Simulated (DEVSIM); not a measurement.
Structure: W/Al2O3/n-Ge capacitor, at 300 K.

Layer 1 from the left is Al2O3, thickness (nm) 11.0. Layer 2 from the left is Ge, thickness (nm) 15000, Nd (cm⁻³) 1.6e15.

Metal gate on the left, work function 4.6 eV. Fixed charge at the semiconductor interface 0 cm⁻² (in units of +e); no interface traps.

The device is made up for the run: typed textbook-type constants, with dimensions and the other settings drawn at random. Values at 300 K.

Al2O3: gap (eV) 6.8, affinity (eV) 1.35, permittivity 9. Ge: gap (eV) 0.664, affinity (eV) 4, permittivity 16, Nc (cm⁻³) 1.04e19, Nv (cm⁻³) 6e18.

Problem. Estimate by hand the flat-band voltage, the threshold voltage, and compare with a numerical solution.

Solution. 
- Flat-band voltage: C = 0.724 μF/cm², work-function difference 0.373 V; VFB = φms − qNf/C = 0.37 V; numerical 0.37 V.
- Threshold voltage: φF = 0.112 V, depletion charge √(4εqNφF) = 1.28e-8 C/cm²; VT = VFB − 2φF − Qd/C = 0.13 V; numerical 0.13 V.

DEVSIM, 1D Poisson equation in equilibrium, Boltzmann statistics, complete ionisation; no quantum confinement or tunnelling. Metal contacts follow the ideal Schottky-Mott rule: no Fermi-level pinning, no interface dipoles.
